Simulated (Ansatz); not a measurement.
## BeS, pressure series

Consider BeS in the zinc blende structure (space group F-43m, No. 216; a = 4.869 Å).

Cell and atoms are relaxed at each pressure.

All numbers come from Ansatz (a quantum-chemistry and plane-wave program), r2SCAN, PAW, cutoff 500 eV, without spin-orbit coupling.

Notes on the quantities. hole mass: degenerate bands, along [100].

```csv
case,band gap,hole mass,shortest interatomic distance
base,3.59 eV,"0.34, 0.57, 0.57 mₑ (at Γ)",2.108 Å
pressure −2 GPa,3.63 eV,"0.34, 0.58, 0.58 mₑ (at Γ)",2.123 Å
pressure −1 GPa,3.61 eV,"0.34, 0.57, 0.57 mₑ (at Γ)",2.115 Å
pressure 1.8 GPa,3.55 eV,"0.34, 0.55, 0.55 mₑ (at Γ)",2.096 Å
pressure 4.2 GPa,3.50 eV,"0.35, 0.54, 0.54 mₑ (at Γ)",2.080 Å
pressure 9 GPa,3.40 eV,"0.35, 0.51, 0.51 mₑ (at Γ)",2.053 Å
pressure 18 GPa,3.23 eV,"0.36, 0.48, 0.48 mₑ (at Γ)",2.011 Å
pressure 30 GPa,3.02 eV,"0.37, 0.44, 0.44 mₑ (at Γ)",1.966 Å
pressure 45 GPa,2.79 eV,"0.38, 0.40, 0.40 mₑ (at Γ)",1.923 Å
pressure 60 GPa,2.58 eV,"0.37, 0.37, 0.38 mₑ (at Γ)",1.887 Å
```

Load acts through the strain it causes; cell and atoms are relaxed under it. Effective masses come from finite differences of ±0.01 Å⁻¹. Whether these cells are dynamically stable was not tested. Competing high-pressure phases were not computed.
